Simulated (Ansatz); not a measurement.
A self-consistent single point of SrSO4 (R3m, 6 atoms in the cell) with Ansatz (a quantum-chemistry and plane-wave program).

Method: LDA (PW92), default PAW files made with PBE (plane waves; Ansatz).

The change in words: lattice scaled by 0.98; basis.ecutwfc: 420 eV → 735 eV. Reference geometry:
```
SrSO4
1.0
    0.00000     3.62242     3.62242
    3.62242     0.00000     3.62242
    3.62242     3.62242     0.00000
Sr S O
1 1 4
Direct
  0.50399   0.50399   0.50399
  0.00000   0.00000   0.00000
  0.88106   0.88106   0.88106
  0.35682   0.88106   0.88106
  0.88106   0.88106   0.35682
  0.88106   0.35682   0.88106
```

Reference input (self-consistent single point, DFT, LDA (PW92), plane waves, default PAW files made with PBE): basis.ecutwfc = 420 eV; kpoints.mp_grid.grid = 6 6 6; hamiltonian.xc = lda; hamiltonian.pseudopotentials = {kind: paw} (the program's default PAW files); scf.occupations.method = fixed. This run's input differs from it in these lines:

Ansatz 0.2 input:
```diff
@@ -2,5 +2,5 @@
   lattice:
-    - [0.000000, 3.622415, 3.622415]
-    - [3.622415, 0.000000, 3.622415]
-    - [3.622415, 3.622415, 0.000000]
+    - [0.000000, 3.549967, 3.549967]
+    - [3.549967, 0.000000, 3.549967]
+    - [3.549967, 3.549967, 0.000000]
   atoms:
@@ -13,3 +13,3 @@
 basis:
-  ecutwfc: 420.0
+  ecutwfc: 735.0
 kpoints:
```

Log, with long lists cut:

```
SCF iter   1: F=—  HF=-6537.174529 eV  |F-HF|=—  |Δ(HF+E_count)|=         —  Δρ=1.12e-2  dr2=8.99e-2  ethr=1.77e-3  ⟨swp⟩=6.8  Hψ=4156  notcnv=0  defer=111
all-band conjugate gradients solve this SCF's bands
preconditioner: auto → none
SCF iter   2: F=—  HF=-6537.149074 eV  |F-HF|=—  |Δ(HF+E_count)|=   2.55e-2  Δρ=4.79e-3  dr2=1.05e-2  ethr=2.25e-4  ⟨swp⟩=2.6  Hψ=1738  notcnv=0  defer=126
SCF iter   3: F=—  HF=-6537.146179 eV  |F-HF|=—  |Δ(HF+E_count)|=   2.90e-3  Δρ=1.86e-3  dr2=1.81e-3  ethr=2.64e-5  ⟨swp⟩=3.0  Hψ=1501  notcnv=0  defer=127
   [... lines left out ...]
SCF iter   5: F=—  HF=-6537.146003 eV  |F-HF|=—  |Δ(HF+E_count)|=   1.37e-4  Δρ=1.78e-4  dr2=3.15e-5  ethr=1.41e-6  ⟨swp⟩=2.0  Hψ=1191  notcnv=0  defer=108
SCF iter   6: F=—  HF=-6537.145910 eV  |F-HF|=—  |Δ(HF+E_count)|=   9.32e-5  Δρ=7.15e-5  dr2=3.96e-6  ethr=7.87e-8  ⟨swp⟩=2.0  Hψ=1385  notcnv=0  defer=59
SCF iter   7: F=—  HF=-6537.145909 eV  |F-HF|=—  |Δ(HF+E_count)|=   6.63e-7  Δρ=2.83e-5  dr2=7.21e-7  ethr=9.89e-9  ⟨swp⟩=2.0  Hψ=1327  notcnv=0  defer=59
SCF iter   8: F=-6537.145909 eV  HF=-6537.145909 eV  |F-HF|=7.05e-9  |Δ(HF+E_count)|=   1.74e-7  Δρ=6.68e-6  dr2=2.00e-8  ethr=2.50e-10  ⟨swp⟩=13.0  Hψ=5513  notcnv=0
SCF 1 converged in 8 iterations: F = -6537.145909 eV  dr2 = 2.00e-8
Free energy (F): -6537.145909 eV
Internal energy: -6537.145909 eV  (E = F + TS)
E sigma→0 (E₀):  -6537.145909 eV
Fermi energy:    4.580334 eV
--- Forces (eV/Å), atoms counted from 1 ---
  atom   1  Sr     0.01343835     0.01343835     0.01343835
  atom   2  S      0.06242643     0.06242643     0.06242643
  atom   3  O     -0.55968661    -0.55968661    -0.55968661
  atom   4  O     -0.56780310     0.52581289     0.52581289
  atom   5  O      0.52581289     0.52581289    -0.56780310
  atom   6  O      0.52581289    -0.56780310     0.52581289
--- Stress (GPa, compression-positive) ---
        0.129885      -0.124789      -0.124789
       -0.124789       0.129885      -0.124789
       -0.124789      -0.124789       0.129885
  P = ⅓ Tr σ = 0.1299 GPa (1.299 kbar)
  The stress holds the Pulay correction. Without it, at fixed plane waves, as pw.x and ABINIT print it: P = 0.1159 GPa
```

The run converged in 8 iterations. Against the reference run the free energy goes down by 26.7 meV/atom, the pressure goes from -6.64 to 0.13 GPa, the largest force goes from 0.548 to 0.969 eV/Å and the gap on the mesh goes from 3.532 to 3.658 eV.

The starting cell comes from a database of computed structures (which also holds hypothetical and non-ambient phases and stackings), without a prior relaxation at this level. Its lattice was rescaled by up to half a per cent. One atom was moved a little off its site on purpose. For this run, on top of that: lattice scaled by 0.98. Ansatz's pressure includes its estimate of the finite-basis (Pulay) stress.
